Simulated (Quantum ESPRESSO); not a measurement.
Worked example: self-consistent single point of Zn (P6_3/mmc, 4 atoms in the cell) in Quantum ESPRESSO.

Method of the run: PBE, PSlibrary PAW (PBE) pseudopotentials (plane waves; Quantum ESPRESSO).

```
Zn
1.0
    2.74770     0.00000     0.00000
   -1.37385     2.37958     0.00000
    0.00000     0.00000     8.84076
Zn
4
Direct
  0.00000   0.00000   0.00000
  0.00000   0.00000   0.50000
  0.33333   0.66667   0.25000
  0.66667   0.33333   0.75000
```

Reference input (self-consistent single point, DFT, PBE, plane waves, PSlibrary PAW (PBE) pseudopotentials): ecutwfc = 50 Ry; ecutrho = 300 Ry; occupations = smearing; smearing = marzari-vanderbilt; degauss = 0.0036749 Ry; potentials = {Zn: Zn.pbe-dn-kjpaw_psl.1.0.0.UPF}; K_POINTS = automatic 9 9 3 0 0 0; conv_thr = 1e-10 Ry; mixing_beta = 0.4. This run's input differs from it in these lines:

```diff
@@ -16,4 +16,4 @@
  occupations = 'smearing'
- smearing = 'marzari-vanderbilt'
- degauss = 0.0036749
+ smearing = 'fermi-dirac'
+ degauss = 0.0147
 /
```

Output, abridged:

```
     Self-consistent Calculation

     iteration #  1     ecut=    50.00 Ry     beta= 0.40

     Threshold (ethr) on eigenvalues was too large:
     Diagonalizing with lowered threshold

     total energy              =    -974.87507702 Ry
     estimated scf accuracy    <       0.00676476 Ry

     iteration #  2     ecut=    50.00 Ry     beta= 0.40

     total energy              =    -974.87606615 Ry
     estimated scf accuracy    <       0.00196757 Ry

     iteration #  3     ecut=    50.00 Ry     beta= 0.40

     total energy              =    -974.87628004 Ry
     estimated scf accuracy    <       0.00055395 Ry

   [... 6 blocks of this kind left out ...]

     iteration # 10     ecut=    50.00 Ry     beta= 0.40

     total energy              =    -974.87632214 Ry
     estimated scf accuracy    <          5.1E-09 Ry

     iteration # 11     ecut=    50.00 Ry     beta= 0.40
     End of self-consistent calculation

     the Fermi energy is    11.8960 ev

!    total energy              =    -974.87632214 Ry
     estimated scf accuracy    <          2.1E-11 Ry
     smearing contrib. (-TS)   =      -0.01123224 Ry
     internal energy E=F+TS    =    -974.86508990 Ry

     convergence has been achieved in  11 iterations

     Forces acting on atoms (cartesian axes, Ry/au):

     atom    1 type  1   force =    -0.00000000   -0.00000000    0.00000000
   [... zero for the other atoms too ...]

     Total force =     0.000000     Total SCF correction =     0.000000

          total   stress  (Ry/bohr**3)                   (kbar)     P=        9.90
   0.00006660   0.00000000   0.00000000            9.80        0.00        0.00
   0.00000000   0.00006660   0.00000000            0.00        9.80        0.00
   0.00000000   0.00000000   0.00006875            0.00        0.00       10.11

   JOB DONE.
```

The run converged in 11 iterations. Against the reference run the free energy goes down by 17.9 meV/atom and the pressure moves little (1.03 to 0.99 GPa).

The starting cell was generated: these elements placed on a structure prototype, without a prior relaxation; it need not be a known phase or ordering of this composition. Its lattice was rescaled by a random factor within 2.5 % of one.

Cost on one core of a shared machine: roughly 40 s.
